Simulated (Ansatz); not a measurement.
Base system: ZnS in the zinc blende structure (space group F-43m, No. 216; a = 5.3904 Å). Axes: x, y, z lie along the cube axes.

Modification: the cell is stretched by 0.56 % along y with no lateral relaxation, atoms relaxed at fixed cell.

Levels (all Ansatz, an electronic-structure program, PAW, earlier PAW set): r2SCAN (500 eV, no spin-orbit coupling); HSE06+SOC (420 eV, noncollinear with spin-orbit coupling).

The geometry is relaxed with r2SCAN.

| Item | Result |
|---|---|
| r2SCAN lowest conduction level above the VBM at special points | Γ 2.66 eV; X 3.70 eV; M 3.73 eV |
| r2SCAN valence-band top at Γ | 0.00, 0.00, -0.02 eV |

How does going to HSE06+SOC change the lowest conduction level above the VBM at special points and valence-band top at Γ?

The lowest conduction level above the VBM at special points changes from Γ 2.66 eV; X 3.70 eV; M 3.73 eV to Γ 3.31 eV; X 4.34 eV; M 4.37 eV; the valence-band top at Γ (three highest Kramers pairs, from the VBM) goes from 0.00, 0.00, -0.02 eV to 0.00, -0.01, -0.09 eV.

Single points use the geometry relaxed with r2SCAN. Differences between runs with and without spin-orbit coupling are approximate. The levels and masses belong to the bands next to the band gap. The cells carry an imposed strain or load. No phonon test of stability was made. k-point labels follow each cell's own Brillouin zone.
